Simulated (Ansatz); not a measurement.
Here is the system:

```
InGa3P4
1.0
    6.50595    -1.95788     0.00000
    6.50595     1.95788     0.00000
   -1.17098     0.00000     6.70484
P In Ga
4 1 3
Direct
  0.68448   0.68448   0.56114
  0.19826   0.19826   0.06614
  0.93621   0.93621   0.32762
  0.43056   0.43056   0.79385
  0.00087   0.00087   0.00102
  0.49977   0.49977   0.50008
  0.24743   0.24743   0.74446
  0.75242   0.75242   0.25568
```

No spin polarisation.

Level of theory: PBEsol, PAW, 420 eV (Ansatz, a quantum-chemistry and plane-wave program; no spin-orbit coupling). Settings: 9×9×5 k-points, 0.05 eV Fermi–Dirac smearing.

Q: Predict the gap character, band gap and valence-band top at Γ.

A: The gap character (in this cell's own zone, which can be folded) is direct at Γ, the band gap is 1.12 eV and the valence-band top at Γ (three highest levels, from the VBM) is 0.00, -0.08, -0.13 eV.

Each cell is one ordered arrangement of few atoms, which overstates ordering effects compared with a random alloy. No phonon test of stability was made. The cell was made from GaP by this change: x(In) = 0.25, 8 atoms, Cm.
